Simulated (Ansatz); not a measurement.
Migration barriers: N vacancy in wurtzite AlN, charge state -1

Consider N vacancy in wurtzite AlN, charge state -1. These are PBE, PAW (plane waves to 420 eV; Ansatz, a quantum-chemistry and plane-wave program) values and carry that method's errors.

192-site cell at the relaxed PBE lattice, the Γ point alone, smearing 0.01 eV, spin-restricted, no finite-size correction. Energies are static. The charge state is imposed; whether it is stable for some Fermi level was not computed. Forms of the defect that were not tried may lie lower.

Barriers: single points on a 2×2×2 k-point mesh shifted by half a step along c at the bands' geometries (they differ from the bands' own by up to 0.14 eV, and are uncertain by about as much).

```csv
Route,Start site over the lowest site run (eV),Hop (Å),Forward barrier (eV),Backward barrier (eV),Neighbours at the start,Neighbours at the saddle,Saddle order,"Forward, on the band's own sampling (eV)"
one N atom jumps into the vacancy from a nearby N site,0.00,3.18,2.64,2.64,"Al at 1.86, 2 Al at 1.89, Al at 1.92 Å","Al at 1.77, Al at 1.82, Al at 1.96 Å",not checked,2.50
```

Paths come from CI-NEB runs.   A further band (one N atom jumps into the vacancy from a nearby N site, 3.06 Å) gave 2.10 eV forward on its own sampling, 2.10 eV above the lowest site run, but a shoulder points to a second hump between its images, so it is not taken as a result.
